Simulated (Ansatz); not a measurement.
Equilibrium lattice constant a of RhGe₂ (model structure, started from the CrSi2 type, P6₂22, No. 180, 9 atoms in the cell) at several levels of theory

No measured value is used here.

| level (code) | value (Å) |
|---|---|
| PBE (Ansatz) | (withheld) |
| PBEsol (Ansatz) | 4.657 |
| PBE-D3(BJ) (Ansatz) | 4.676 |

Fill in the missing entries.


- PBE (Ansatz, an electronic-structure program), value (Å): 4.726

Ansatz's density-functional and Hartree–Fock values are scalar-relativistic unless marked +SOC, with PAW data made under PBE.

A model structure was made by putting elements into a prototype or built by hand; it is no filed structure, need not be a known phase, and can be a saddle point held by its symmetry.
